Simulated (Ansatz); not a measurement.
GaS (R-3m, No. 166, 4 atoms in the cell; start mp-9889; a measured phase of this formula has another space group): band gap by level of theory

No measured value is used here.

```
level (code)                                      value (eV)  cell (Å³/atom)
-------------------------------------------  ---------------  --------------
LDA (Ansatz)                                 1.40 (indirect)           20.63
PBEsol (Ansatz)                                1.72 (direct)           22.09
dielectric-dependent PBEsol hybrid (Ansatz)  2.70 (indirect)           22.09
HSE06 (Ansatz)                               2.62 (indirect)           22.09
PBE0 (Ansatz)                                3.31 (indirect)           22.09
```

Computed values are for a static lattice. Spin–orbit coupling is included only where a level's name says +SOC; with heavier elements it mostly lowers gaps and can invert bands.  Values are at the PBEsol cell; LDA at the level's own equilibrium cell; PBEsol at the level's own relaxed cell. Cutoffs and k meshes differ between the levels. Ansatz's density-functional and Hartree–Fock values are scalar-relativistic unless marked +SOC, with PAW data made under PBE.

A start named mp-… is a Materials Project structure, which need not be a measured phase.

Ansatz is a program for electronic structure.
